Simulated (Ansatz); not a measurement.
The parent structure is MoSi₂ (space group I4/mmm, No. 139; a = 3.190 Å, c = 7.821 Å).

The values are results of PBEsol in Ansatz (plane waves to 420 eV, PAW, scalar-relativistic without spin-orbit coupling), not measurements.

Before the change:

The volume per atom comes out as 13.27 Å³.

It is then changed as follows: cell and atoms relaxed at a pressure of 0.7 GPa.

Q: What happens to the volume per atom?

A: The volume per atom falls by 0.042 Å³ (13.27 Å³ → 13.22 Å³).

Load acts through the strain it causes; cell and atoms are relaxed under it. No phonon test of stability was made. All final runs are without spin polarisation.

Ansatz is a quantum-chemistry and plane-wave program.
